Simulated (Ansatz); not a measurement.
The parent structure is SiO₂ in the rutile structure (space group P4_2/mnm, No. 136).

```
SiO2
1.0
    4.15488     0.00000     0.00000
    0.00000     4.15488     0.00000
    0.00000     0.00000     2.66145
Si O
2 4
Direct
  0.00000   0.00000   0.00000
  0.50000   0.50000   0.50000
  0.30558   0.30558   0.00000
  0.80558   0.19442   0.50000
  0.19442   0.80558   0.50000
  0.69442   0.69442   0.00000
```

Cartesian axes are those of the cell as printed.

Method: LDA (Ansatz, a first-principles code; PAW; 420 eV plane waves; no SOC).

Before the change:

The valley order is Γ 5.81 eV; A (1/2, 1/2, 1/2) 7.19 eV.

Modification: biaxial strain −1.20 %, plane normal [001], relaxed out of plane (Cartesian); in-plane vectors clamped, the third vector and the atoms free.

Problem. Estimate the effect on the valley order.

Solution. The valley order (the lowest conduction-band minima on the path, energy above the VBM, named in the base's zone) becomes Γ 6.03 eV; A (1/2, 1/2, 1/2) 7.40 eV (base: Γ 5.81 eV; A (1/2, 1/2, 1/2) 7.19 eV).

Problem. What happens to the out-of-plane strain?

Solution. The out-of-plane strain is +0.65 %.

The levels and masses belong to the bands next to the band gap. Whether these cells are dynamically stable was not tested.
